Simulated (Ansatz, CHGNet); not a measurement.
**Enthalpy of formation of L1₀ (CuAu-type) FePt: levels of theory against measurement**

Reference value: -0.238 ± 0.02 eV/atom (measured, 298 K, copied from a table, unchecked, not corrected to a static lattice; as tabulated in Wang et al. (2021), doi:10.1038/s41598-021-94550-5).

| level (code) | value (eV/atom) | difference (eV/atom) |
|---|---|---|
| CHGNet 0.3.0 | -0.111 | +0.127 |
| LDA (Ansatz) | -0.157 | +0.081 |
| PBE (Ansatz) | -0.229 | +0.009 |
| PBEsol (Ansatz) | -0.200 | +0.038 |
| PBE-D3(BJ) (Ansatz) | -0.202 | +0.036 |
| rVV10 (Ansatz) | -0.178 | +0.060 |
| r²SCAN (Ansatz) | -0.340 | -0.102 |
| HSE06 (Ansatz) | -0.531 | -0.293 |
| PBE0 (Ansatz) | -0.549 | -0.311 |

Leaving aside CHGNet 0.3.0 (doubt noted below): Once the reference is moved by up to 0.100 eV/atom (a margin picked here for doubts on the reference and the settings, and for temperature and zero-point motion) and values within 0.010 eV/atom count as equal, the nearest can be PBE (+0.009 eV/atom), PBE-D3(BJ) (+0.036 eV/atom), PBEsol (+0.038 eV/atom), rVV10 (+0.060 eV/atom), LDA (+0.081 eV/atom) or r²SCAN (-0.102 eV/atom). Among them PBE0 (-0.311 eV/atom) misses by most. Within the reference's own bar: PBE.

The reference isn't brought to a static lattice, while the calculations are for one, so the differences are not the levels' errors alone. Spin-polarised runs: LDA (parallel moments), PBE (parallel moments), PBEsol (parallel moments), PBE-D3(BJ) (parallel moments), rVV10 (parallel moments), r²SCAN (parallel moments), HSE06 (parallel moments), PBE0 (parallel moments). Density-functional levels without +SOC have no spin–orbit coupling, which shifts binding energies of heavy elements. CHGNet 0.3.0: the cell has another shape than the first-principles one, perhaps another minimum in the same group. Each level is taken at its own relaxed cell. Ansatz's density-functional and Hartree–Fock values are scalar-relativistic unless marked +SOC, with PAW data made under PBE.

Machine-learned potentials (CHGNet 0.3.0) are trained on DFT data: a solid inside that data is no test of them.

Differences are worked out from the printed values.

Ansatz is a quantum-chemistry and plane-wave program.
